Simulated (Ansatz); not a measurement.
An ideal cubic perovskite cell is held by its symmetry; such compounds can tilt or shift off centre at room temperature. The starting structures come from a database of crystals and need not be the phases stable at ambient conditions.

 Where the default PAW files enter, the runs use the earlier of Ansatz's two default sets.

**Evanescent states of KCaF₃ (Pm-3m, cubic perovskite, not sure to be the ambient phase, 5 atoms a cell, 18.0 Å³ an atom, -2 GPa at this level) along the normal of (001)**

All values below come from r2SCAN (plane waves, PAW; Ansatz, a program for electronic structure).

The gap is the functional's own. No spin-orbit coupling. Mid-gap values are interpolated on the energy grid.

Energies count from the valence-band top; κ is the least over a 8×8 mesh across the current.

| E (eV) | κ (1/Å) | where |
|---|---|---|
| 0.15 | 0.240 | Γ |
| 0.47 | 0.316 | Γ |
| 0.78 | 0.367 | Γ |
| 1.08 | 0.404 | Γ |
| 1.40 | 0.432 | Γ |
| 1.71 | 0.455 | Γ |
| 2.02 | 0.473 | Γ |
| 2.33 | 0.486 | Γ |
| 2.63 | 0.497 | Γ |
| 2.94 | 0.504 | Γ |
| 3.25 | 0.508 | Γ |
| 3.56 | 0.508 | Γ |
| 3.88 | 0.506 | Γ |
| 4.18 | 0.499 | Γ |
| 4.50 | 0.488 | Γ |
| 4.80 | 0.473 | Γ |
| 5.12 | 0.451 | Γ |
| 5.42 | 0.423 | Γ |
| 5.74 | 0.387 | Γ |
| 6.04 | 0.342 | Γ |
| 6.36 | 0.282 | Γ |
| 6.67 | 0.196 | Γ |

Q: How thick must the barrier be to attenuate the transmission by 10^8 when the electrodes' Fermi level lies at 3.25 eV, and what attenuation does that film give at 2.94 eV?

A: d = 8 ln 10 / (2 × 0.508) = 18.1 Å. At 2.94 eV it gives 8 × 0.504/0.508 = 7.9 decades.
